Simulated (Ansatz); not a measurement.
# rock-salt TaC (0 0 1) on rock-salt PbTe (0 0 1) (film strained to the substrate, started from cuts of the bulks and a machine-learned relaxation; slabs Pb4Te4 and C12Ta12, which can lie off the formulas)

A periodic stack without vacuum, rock-salt TaC (0 0 1) on rock-salt PbTe (0 0 1) (film strained to the substrate, started from cuts of the bulks and a machine-learned relaxation; slabs Pb4Te4 and C12Ta12, which can lie off the formulas): substrate slab Pb4Te4, film C12Ta12, surface cells [[1, 0], [1, 1]] and [[0, -1], [2, 1]], film strained by +3.8 and +3.8 %, outermost planes PbTe/PbTe and CTa/CTa as cut, which need not be the usual terminations and can put a slab off its formula.

The start was prepared with a machine-learned potential, and the result is one local minimum, with the in-plane cell held and forces under 0.04 eV/Å; the film can end far from its bulk form.

All values below come from PBE (plane waves to 420 eV, PAW; Ansatz, a program for electronic structure). Spin–orbit coupling is left out; the runs are not spin-polarised. Its k-point mesh 7×7×1, Fermi–Dirac width 0.05 eV.

The interface area comes out as 21.6 Å², the period is 26.95 Å and the heights between the nearest atoms of the two slabs at the two interfaces is 2.93 and 2.99 Å. The Pb–Ta contacts across the interfaces within 1.22 times the sum of covalent radii is 3, mean 3.43 Å. The Ta–Te contacts across the interfaces within 1.22 times the sum of covalent radii is 3, mean 3.41 Å.

```
PbTa3C3Te
1.0
    4.64626    -0.00029     0.05312
   -0.00029     4.64626     0.05312
   -1.62862    -1.62862    26.91198
Pb Te C Ta
4 4 12 12
Direct
  0.14410   0.14410   0.17933
  0.58324   0.58324   0.05975
  0.23745   0.23745   0.42411
  0.67491   0.67491   0.30215
  0.64376   0.64376   0.17642
  0.10744   0.10744   0.05598
  0.71405   0.71405   0.41956
  0.17418   0.17418   0.29924
  0.50242   0.00295   0.61548
  0.00295   0.50242   0.61548
  0.98000   0.98000   0.53378
  0.47987   0.47987   0.53297
  0.54937   0.04963   0.77957
  0.04963   0.54937   0.77957
  0.02680   0.02680   0.69876
  0.52629   0.52629   0.69877
  0.59523   0.09639   0.94491
  0.09639   0.59523   0.94491
  0.07338   0.07338   0.86301
  0.57299   0.57299   0.86267
  0.00517   0.00517   0.61707
  0.50125   0.50125   0.61698
  0.48673   0.97511   0.53838
  0.97511   0.48673   0.53838
  0.04953   0.04953   0.78094
  0.55023   0.55023   0.78076
  0.52581   0.02595   0.69752
  0.02595   0.52581   0.69752
  0.09622   0.09622   0.94201
  0.59513   0.59513   0.93921
  0.57232   0.07294   0.86145
  0.07294   0.57232   0.86145
```
